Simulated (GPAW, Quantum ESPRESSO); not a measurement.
A GPAW input for a self-consistent single point of CrFe₃ (Pm-3m, 4 atoms in the cell) (DFT LDA (Perdew-Wang 92), plane waves, GPAW PAW datasets LDA (gpaw-data 1.0.1)):

```python
from ase import Atoms
from ase.units import GPa
from gpaw import GPAW, PW, FermiDirac

atoms = Atoms(['Cr', 'Fe', 'Fe', 'Fe'],
              cell=[[3.478850, 0.000000, 0.000000],
                    [0.000000, 3.478850, 0.000000],
                    [0.000000, 0.000000, 3.478850]],
              scaled_positions=[[0.000000, 0.000000, 0.000000],
                                [0.000000, 0.500000, 0.500000],
                                [0.500000, 0.000000, 0.500000],
                                [0.500000, 0.500000, 0.000000]],
              pbc=True)

atoms.set_initial_magnetic_moments([3.0, 4.0, 4.0, 4.0])

calc = GPAW(spinpol=True,
            mode=PW(800),
            xc='LDA',
            kpts=(9, 9, 9),
            occupations=FermiDirac(0.1),
            nbands=-8,
            convergence={'density': 1e-05},
            symmetry={'symmorphic': False, 'tolerance': 0.0005},
            maxiter=100,
            txt='-')

atoms.calc = calc

energy = atoms.get_potential_energy()
print('Energy (eV):', round(energy, 6))
forces = atoms.get_forces()
print('Forces (eV/Ang):')
print(forces.round(5))
stress = atoms.get_stress()
print('Stress (GPa, Voigt):', (stress / GPa).round(4))
```

Problem. Translate this input to Quantum ESPRESSO.

Solution. This is the input that was run; spellings and numerical settings could be chosen otherwise.

```fortran
&control
   calculation = 'scf'
   prefix = 'run'
   outdir = './tmp'
   pseudo_dir = './'
   verbosity = 'high'
   tprnfor = .true.
   tstress = .true.
/
&system
   ibrav = 1
   A = 3.478850000
   nat = 4
   ntyp = 2
   ecutwfc = 50
   ecutrho = 400
   occupations = 'smearing'
   smearing = 'fd'
   degauss = 0.0073499
   nspin = 2
   starting_magnetization(1) = 0.214
   starting_magnetization(2) = 0.250
/
&electrons
   conv_thr = 1.0e-11
   mixing_beta = 0.4
/
ATOMIC_SPECIES
Cr    51.9961  cr_lda_v1.5.uspp.F.UPF
Fe    55.8450  fe_lda_v1.5.uspp.F.UPF
ATOMIC_POSITIONS crystal
Cr    0.000000000    0.000000000    0.000000000
Fe    0.000000000    0.500000000    0.500000000
Fe    0.500000000    0.000000000    0.500000000
Fe    0.500000000    0.500000000    0.000000000
K_POINTS automatic
9 9 9  0 0 0
```

Basis, cutoffs, solver keys and any potentials are the target program's own. This input uses DFT, LDA (PZ), plane waves, GBRV 1.5 ultrasoft (LDA) pseudopotentials. LDA parametrisations can differ slightly between programs. Both were run: pressure -13.28 GPa in GPAW and -13.67 in Quantum ESPRESSO; size of the net moment 0.39 μB/atom in GPAW and 0.41 in Quantum ESPRESSO.

On GPAW: the starting cell comes from a database of computed structures (which also holds hypothetical and non-ambient phases and stackings), without a prior relaxation at this level. Its lattice was rescaled by a random factor within 2.5 % of one. The moments shrank to a small part of their start, a low-spin state that need not be the lowest. With a pressure of about -13 GPa the cell is away from its equilibrium volume at this level.

On Quantum ESPRESSO: the starting cell comes from a database of computed structures (which also holds hypothetical and non-ambient phases and stackings), without a prior relaxation at this level. Its lattice was rescaled by a random factor within 2.5 % of one. The moments shrank to a small part of their start, a low-spin state that need not be the lowest. With a pressure of about -14 GPa the cell is away from its equilibrium volume at this level.
